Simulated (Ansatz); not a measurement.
Given:

End structure of the (10-10) surface of beta Si3N4 in its 1x1 cell (cut with top plane N, bottom plane N), outermost plane spacing 0.96 Å in the ideal cut (in the relaxation 2 N–Si bonds formed):

```yaml
crystal:
  lattice:
    - [2.92660, 0.00000, 0.00000]
    - [0.00000, 7.66371, 0.00000]
    - [0.00000, 0.00000, 29.00000]
  atoms:
    - { symbol: N, position: [0.75000, 0.33733, 0.27808] }
    - { symbol: Si, position: [0.25000, 0.35050, 0.30273] }
    - { symbol: Si, position: [0.25000, 0.74760, 0.35225] }
    - { symbol: N, position: [0.75000, 0.86453, 0.34312] }
    - { symbol: N, position: [0.25000, 0.18854, 0.35401] }
    - { symbol: N, position: [0.25000, 0.53018, 0.34681] }
    - { symbol: Si, position: [0.75000, 0.08171, 0.36590] }
    - { symbol: Si, position: [0.25000, 0.46943, 0.40313] }
    - { symbol: N, position: [0.75000, 0.03123, 0.42665] }
    - { symbol: N, position: [0.75000, 0.39358, 0.42960] }
    - { symbol: N, position: [0.25000, 0.71500, 0.41946] }
    - { symbol: Si, position: [0.75000, 0.81648, 0.44301] }
    - { symbol: Si, position: [0.75000, 0.20619, 0.46400] }
    - { symbol: N, position: [0.25000, 0.20752, 0.49770] }
    - { symbol: N, position: [0.75000, 0.79248, 0.50230] }
    - { symbol: Si, position: [0.25000, 0.79381, 0.53600] }
    - { symbol: Si, position: [0.25000, 0.18352, 0.55699] }
    - { symbol: N, position: [0.75000, 0.28500, 0.58054] }
    - { symbol: N, position: [0.25000, 0.60642, 0.57040] }
    - { symbol: N, position: [0.25000, 0.96877, 0.57335] }
    - { symbol: Si, position: [0.75000, 0.53057, 0.59687] }
    - { symbol: Si, position: [0.25000, 0.91829, 0.63410] }
    - { symbol: N, position: [0.75000, 0.46982, 0.65319] }
    - { symbol: N, position: [0.75000, 0.81146, 0.64599] }
    - { symbol: N, position: [0.25000, 0.13547, 0.65688] }
    - { symbol: Si, position: [0.75000, 0.25240, 0.64775] }
    - { symbol: Si, position: [0.75000, 0.64950, 0.69727] }
    - { symbol: N, position: [0.25000, 0.66267, 0.72192] }
```

Set-up: 28 atoms, N16Si12, 12.9 Å thick at the start; mesh 9x4x1; 0.025 eV smearing; dipole correction on; single point; on the structure that PBE left under its start's symmetry; no spin, no spin-orbit, no U.

Task: Estimate the surface energy (mean of both faces) that r2SCAN, at the PBE geometry (Ansatz, a program for electronic structure) returns for this input.

Result: 2.69 J/m²
